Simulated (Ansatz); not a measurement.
## TiAl with two functionals, isotropic strain +1.07 %

Take TiAl (space group P4/mmm, No. 123; a = 2.824 Å, c = 4.075 Å; relaxed with 0.1 eV smearing) as the base.

(Cell as relaxed with PBE.)

Levels (all Ansatz, an electronic-structure program, PAW, earlier PAW set): PBE (420 eV, spin-orbit coupling left out); r2SCAN (500 eV, without spin-orbit coupling).

Each level relaxes its own structure.

```csv
base,PBE,r2SCAN
volume per atom,16.25 Å³,16.07 Å³
lattice parameter a,2.824 Å,2.813 Å
band gap,zero,zero
```

It is then changed as follows: every lattice vector is stretched by 1.07 %; the atoms relax in the strained cell.

```csv
quantity,PBE,r2SCAN
energy relative to the base (free energy F),+5.7 meV/atom,+6.1 meV/atom
"pressure (mean of the normal stresses, compression positive)",-3.4 GPa,-3.6 GPa
```

PBE's energy relative to the base lies 0.3 meV/atom below r2SCAN's; PBE's pressure lies 0.2 GPa above r2SCAN's. Neither level is exact; r2SCAN is the comparison here, not a measurement.

Whether these cells are dynamically stable was not tested. All final runs are without spin polarisation.
